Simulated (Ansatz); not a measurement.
Adsorption energy and surface dipole of Cl on the 1x1 (0001) surface of hcp Co, ferromagnetic, one in a 2x1 cell, started at the site 'hollow Co-Co-Co', worked from the runs' numbers; total energies count from the potentials' own zero.

Computed with PBE (plane waves to 420 eV, PAW; Ansatz, an electronic-structure program).

Set-up: 9 atoms, 6.0 Å thick at the start under the adsorbate (thin: gaps and levels are the slab's own); mesh 7x14x1; 0.1 eV smearing; dipole correction on; 4 atoms held, the rest relaxed; held to the start's symmetry, so lower structures may exist; spin-polarised, no spin-orbit, no U, no dispersion correction. At the end it is bonded to 3 Co. In PBE it is, or lies within 0.03 eV of, the lowest of the starts that converged.

```
quantity                                                            value
----------------------------------------------------------  -------------
slab with the adsorbate                                     -42086.711 eV
clean slab, same cell and mesh                              -41006.349 eV
reference, ½ Cl2(g)                                          -1079.444 eV
area of the cell                                                 10.76 Å²
change of the step from the bottom to the top vacuum level      -0.238 eV
```

Question: What is the adsorption energy against this reference?

Answer: E(slab + adsorbate) − E(slab) − E(reference) = -0.92 eV, so in this state the adsorbate is more stable than in the reference, at a coverage of 9.29 a nm².

Question: What dipole does adsorption add to the slab along the outward normal (Helmholtz relation, ε₀ = 0.005526 e/(V·Å))?

Answer: p = −ε₀·A·ΔV = 0.014 e·Å = 0.07 D; its positive end points to the vacuum, which lowers the vacuum level.
